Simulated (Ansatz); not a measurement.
Hypothetical P4/nmm BeS: pressure series

The reference is BeS (space group P4/nmm, No. 129; a = 3.452 Å, c = 5.621 Å; a hypothetical phase, not in the database extracts checked; layered, stacked along the Cartesian z axis).

Cell and atoms are relaxed at each pressure.

All numbers come from Kohn–Sham DFT with the PBEsol functional, run in Ansatz (a quantum-chemistry and plane-wave program) with PAW and 420 eV plane waves, spin-orbit coupling left out.

Before the change:

| Property | Value |
|---|---|
| Band gap | 3.39 eV |

Task: The aim is a band gap between 2.46 eV and 2.70 eV. Which of these changes reaches it?
A) pressure 0.7 GPa
B) pressure 10 GPa
C) pressure 5 GPa
D) pressure 3 GPa
E) pressure 0.3 GPa

Result: D, pressure 3 GPa. It gives 2.62 eV; pressure 0.3 GPa gives 3.28 eV; pressure 10 GPa gives 1.73 eV; pressure 5 GPa gives 2.28 eV; pressure 0.7 GPa gives 3.18 eV. Changes not listed may reach it too

Load acts through the strain it causes; cell and atoms are relaxed under it. Whether these cells are dynamically stable was not tested. No other phases were tried under pressure. The base started in Pnma and relaxed to P4/nmm at this level. No dispersion term is included in the PBEsol runs.
